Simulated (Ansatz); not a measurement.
Worked example: self-consistent single point of a (001) slab of NiTe2 (cut from a parent of space group no. 164; 6 atoms in the cell) in Ansatz (a quantum-chemistry and plane-wave program).

Method: PBEsol, default PAW files made with PBE (plane waves; Ansatz).

```yaml
crystal:
  lattice:
    - [3.88675, 0.00000, 0.00000]
    - [-1.94337, 3.36602, 0.00000]
    - [0.00000, 0.00000, 21.99591]
  atoms:
    - { symbol: Ni, position: [0.00000, 0.00000, 0.37751] }
    - { symbol: Te, position: [0.33333, 0.66667, 0.43677] }
    - { symbol: Te, position: [0.66667, 0.33333, 0.31824] }
    - { symbol: Ni, position: [0.00000, 0.00000, 0.62249] }
    - { symbol: Te, position: [0.33333, 0.66667, 0.68176] }
    - { symbol: Te, position: [0.66667, 0.33333, 0.56323] }
```

Reference input (self-consistent single point, DFT, PBEsol, plane waves, default PAW files made with PBE): basis.ecutwfc = 30.9 Ry; kpoints.mp_grid.grid = 9 9 1; hamiltonian.xc = pbesol; hamiltonian.pseudopotentials = {kind: paw} (the program's default PAW files); scf.occupations.method = gaussian; scf.occupations.width = 0.0073 Ry. This run's input differs from it in these lines:

Ansatz 0.2 input:
```diff
@@ -17,3 +17,3 @@
   mp_grid:
-    grid: [9, 9, 1]
+    grid: [18, 18, 1]
 hamiltonian:
```

Log, with long lists cut:

```
SCF iter   1: F=—  HF=-39217.043533 eV  |F-HF|=—  |Δ(HF+E_count)|=         —  Δρ=1.20e-2  dr2=3.06e-1  ethr=1.77e-3  ⟨swp⟩=10.4  Hψ=10206  notcnv=0  defer=34
all-band conjugate gradients solve this SCF's bands
preconditioner: auto → LDOS
SCF iter   2: F=—  HF=-39217.024839 eV  |F-HF|=—  |Δ(HF+E_count)|=   1.87e-2  Δρ=8.84e-3  dr2=1.24e-1  ethr=3.06e-4  ⟨swp⟩=2.2  Hψ=3406  notcnv=0  defer=136
   [... lines left out ...]
SCF iter   6: F=—  HF=-39217.016489 eV  |F-HF|=—  |Δ(HF+E_count)|=   1.39e-4  Δρ=4.30e-5  dr2=4.82e-6  ethr=4.45e-8  ⟨swp⟩=2.5  Hψ=3366  notcnv=0  defer=136
SCF iter   7: F=—  HF=-39217.016500 eV  |F-HF|=—  |Δ(HF+E_count)|=   1.08e-5  Δρ=1.26e-5  dr2=5.03e-7  ethr=4.82e-9  ⟨swp⟩=2.1  Hψ=3309  notcnv=0  defer=136
SCF iter   8: F=—  HF=-39217.016500 eV  |F-HF|=—  |Δ(HF+E_count)|=   2.21e-7  Δρ=5.05e-6  dr2=1.32e-7  ethr=1.00e-10  ⟨swp⟩=14.4  Hψ=11239  notcnv=0
SCF iter   9: F=-39217.016500 eV  HF=-39217.016500 eV  |F-HF|=6.13e-8  |Δ(HF+E_count)|=   2.48e-8  Δρ=1.04e-6  dr2=9.71e-9  ethr=1.00e-10  ⟨swp⟩=5.5  Hψ=7519  notcnv=0
SCF 1 converged in 9 iterations: F = -39217.016500 eV  dr2 = 9.71e-9
Free energy (F): -39217.016500 eV
Internal energy: -39216.994951 eV  (E = F + TS)
E sigma→0 (E₀):  -39217.005726 eV
Entropy (-TS):   -0.021549 eV (-3.592 meV/atom)
Fermi energy:    3.368786 eV
--- Forces (eV/Å), atoms counted from 1 ---
  atom   1  Ni    -0.00000000    -0.00000000     0.14998008
  atom   2  Te     0.00000000     0.00000000    -0.26404885
  atom   3  Te    -0.00000000    -0.00000000     0.35075597
  atom   4  Ni     0.00000000     0.00000000    -0.14998008
  atom   5  Te     0.00000000     0.00000000    -0.35075597
  atom   6  Te    -0.00000000    -0.00000000     0.26404885
--- Stress (GPa, compression-positive) ---
       -2.452450      -0.000000      -0.000000
       -0.000000      -2.452450      -0.000000
       -0.000000      -0.000000      -1.602483
  P = ⅓ Tr σ = -2.1691 GPa (-21.691 kbar)
  The stress holds the Pulay correction. Without it, at fixed plane waves, as pw.x and ABINIT print it: P = -2.1865 GPa
```

The run converged in 9 iterations. Against the reference run the free energy falls by 1.7 meV/atom and the largest force goes from 0.338 to 0.351 eV/Å.

The starting cell comes from a database of computed structures (which also holds hypothetical and non-ambient phases and stackings), without a prior relaxation at this level. The slab is cut from that crystal, and its faces are unrelaxed. Its lattice was rescaled by up to half a per cent. Spin-orbit coupling is off. Spin polarisation is off, so a magnetic state, if there is one, cannot be reached.

Cost on one core of a shared machine: roughly 40 s.
